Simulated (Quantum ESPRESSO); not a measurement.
Quantum ESPRESSO run on Sr (Fm-3m, 1 atom in the cell): self-consistent single point.

Method of the run: PBE, PSlibrary ultrasoft (PBE) pseudopotentials (plane waves; Quantum ESPRESSO).

```yaml
crystal:
  lattice:
    - [0.00000, 3.03088, 3.03088]
    - [3.03088, 0.00000, 3.03088]
    - [3.03088, 3.03088, 0.00000]
  atoms:
    - { symbol: Sr, position: [0.00000, 0.00000, 0.00000] }
```

Reference input (self-consistent single point, DFT, PBE, plane waves, PSlibrary ultrasoft (PBE) pseudopotentials): ecutwfc = 45 Ry; ecutrho = 315 Ry; occupations = smearing; smearing = fd; degauss = 0.0073499 Ry; potentials = {Sr: Sr.pbe-spn-rrkjus_psl.1.0.0.UPF}; K_POINTS = automatic 9 9 9 0 0 0; conv_thr = 1e-09 Ry; mixing_beta = 0.7. This run's input differs from it in these lines:

```diff
@@ -15,4 +15,4 @@
     occupations = 'smearing',
-    smearing = 'fd',
-    degauss = 0.0073499,
+    smearing = 'gauss',
+    degauss = 0.02205,
 /
@@ -31,3 +31,3 @@
 K_POINTS {automatic}
-9 9 9  0 0 0
+15 15 15  0 0 0
```

Output (repeated stretches shortened):

```
     Self-consistent Calculation

     iteration #  1     ecut=    45.00 Ry     beta= 0.70

     Threshold (ethr) on eigenvalues was too large:
     Diagonalizing with lowered threshold

     c_bands:  1 eigenvalues not converged
     c_bands:  1 eigenvalues not converged

     total energy              =     -70.19927707 Ry
     estimated scf accuracy    <       0.00120490 Ry

     iteration #  2     ecut=    45.00 Ry     beta= 0.70

     total energy              =     -70.19936744 Ry
     estimated scf accuracy    <       0.00011475 Ry

     iteration #  3     ecut=    45.00 Ry     beta= 0.70

     total energy              =     -70.19937415 Ry
     estimated scf accuracy    <       0.00000053 Ry

     iteration #  4     ecut=    45.00 Ry     beta= 0.70

     total energy              =     -70.19937467 Ry
     estimated scf accuracy    <       0.00000003 Ry

     iteration #  5     ecut=    45.00 Ry     beta= 0.70
     End of self-consistent calculation

     Number of k-points >= 100: set verbosity='high' to print the bands.

     the Fermi energy is     5.0070 ev

!    total energy              =     -70.19937467 Ry
     estimated scf accuracy    <          4.7E-10 Ry
     smearing contrib. (-TS)   =      -0.00423155 Ry
     internal energy E=F+TS    =     -70.19514313 Ry

     convergence has been achieved in   5 iterations

     Forces acting on atoms (cartesian axes, Ry/au):

     atom    1 type  1   force =     0.00000000    0.00000000    0.00000000

     Total force =     0.000000     Total SCF correction =     0.000000

          total   stress  (Ry/bohr**3)                   (kbar)     P=       -1.26
  -0.00000856  -0.00000000  -0.00000000           -1.26       -0.00       -0.00
  -0.00000000  -0.00000856  -0.00000000           -0.00       -1.26       -0.00
  -0.00000000  -0.00000000  -0.00000856           -0.00       -0.00       -1.26

   JOB DONE.
```

The run converged in 5 iterations. Against the reference run the free energy falls by 9.2 meV/atom and the pressure hardly changes (-0.14 to -0.13 GPa).

The starting cell has typed, rounded lattice constants, without a prior relaxation at this level. Its lattice was rescaled by up to half a per cent.
